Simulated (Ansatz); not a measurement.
The parent structure is HfC in the rock salt structure (space group Fm-3m, No. 225; a = 4.607 Å; relaxed with 0.1 eV smearing). Axes: x, y, z lie along the cube axes.

Calculations: PBEsol/PAW in Ansatz (an electronic-structure program), scalar-relativistic without spin-orbit coupling.

Base values:

```
Item                             Value
-----------------------------  -------
Pressure                       0.0 GPa
Shortest interatomic distance  2.304 Å
Band gap                          zero
```

It is then changed as follows: the cell is stretched by 2.50 % along z with no lateral relaxation; the atoms relax in the strained cell.

Question: How does this affect the energy relative to the base, pressure, shortest interatomic distance and band gap?

Answer: The energy increases by 12 meV/atom; the pressure (mean of the normal stresses, compression positive) goes from zero to -5.6 GPa; the shortest interatomic distance is still 2.304 Å; the band gap is still zero.

Whether these cells are dynamically stable was not tested. All final runs are without spin polarisation.
